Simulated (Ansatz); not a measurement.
Bi (model structure, started from the diamond type, Fd-3m, No. 227, 2 atoms in the cell) was calculated with r²SCAN in Ansatz (plane waves, PAW).

Run with plane-wave cutoff 560 eV, 14×14×14 k mesh, Fermi–Dirac smearing 0.05 eV, scalar-relativistic PAW data made under PBE.

Cell (relaxed at this level):

```
CELL_PARAMETERS angstrom
      0.00000     3.61613     3.61613
      3.61613     0.00000     3.61613
      3.61613     3.61613     0.00000
ATOMIC_POSITIONS crystal
  Bi 0.25000 0.25000 0.25000
  Bi 0.00000 0.00000 0.00000
```

**Question.** Estimate the bulk modulus that the calculation returns.

**Answer.** 
* **bulk modulus**: 31.9 GPa

The run finds no gap.

Note: the bulk modulus is −V dP/dV from two relaxed cells at ±2 % in volume; the relaxation could raise the start's symmetry but not lower it, so the cell can be a saddle point.

Spin–orbit coupling is not included; it can shift volumes and moduli of such heavy elements.

Static lattice: no zero-point or thermal effects.

A model structure was made by putting elements into a prototype or built by hand; it is no filed structure, need not be a known phase, and can be a saddle point held by its symmetry.

Ansatz is a program for electronic structure.
